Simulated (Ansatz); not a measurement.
Gap of an armchair WS2 nanoribbon, N = 6, bare edges at several levels, all on one geometry.

Levels: PBE (plane waves to 420 eV, PAW; Ansatz, a quantum-chemistry and plane-wave program); PBE with spin-orbit coupling (Ansatz); r2SCAN (plane waves to 500 eV, PAW; Ansatz). Unmarked values and the geometry are of the first. Mesh 1×1×6. No spin polarisation, so a magnetic state wasn't tested. Isolated but for its images some 11 Å away. An idealised model, cut from the flat sheet. It keeps the symmetry and period of its start, so it need not be a minimum against all distortions. Values not marked SOC lack spin–orbit coupling.

```json
[
 {"level": "PBE", "gap (eV)": "0.36"},
 {"level": "PBE+SOC", "gap (eV)": "0.37"},
 {"level": "r2SCAN", "gap (eV)": "[?]"}
]
```

**Question.** What belongs in the gaps?

**Answer.** 
- r2SCAN, gap (eV): 0.55
